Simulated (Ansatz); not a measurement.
# Point defects in RuSi

The parent structure is a 16-atom supercell of RuSi (space group P2_13, No. 198; a = 4.736 Å) at its relaxed geometry.

One neutral defect a cell, atoms relaxed at fixed cell.

Method: plane-wave PAW DFT at the PBE level (Ansatz, a quantum-chemistry and plane-wave program, 420 eV), spin-orbit coupling left out.

```tsv
change	pressure	largest displacement of a host atom from its site in the perfect cell
perfect supercell	0.0 GPa	–
Al on a Si site, symmetric start	0.9 GPa	0.08 Å
Si vacancy, symmetric start	-5.9 GPa	0.13 Å
H interstitial (started 1.93 Å from the nearest host atom), symmetric start	3.1 GPa	0.09 Å
```

The magnetic state is the one reached from the starting moments; the real material's order can differ, and small cells can't hold many antiferromagnetic ones. In so small a cell the defect repeats every few ångströms: this is an ordered compound, not a dilute defect. The defect started on the symmetric site and kept its symmetry, so it may sit on a saddle. Starting moments died away, wholly or in part, for Al on a Si site and Si vacancy; another magnetic solution may exist.
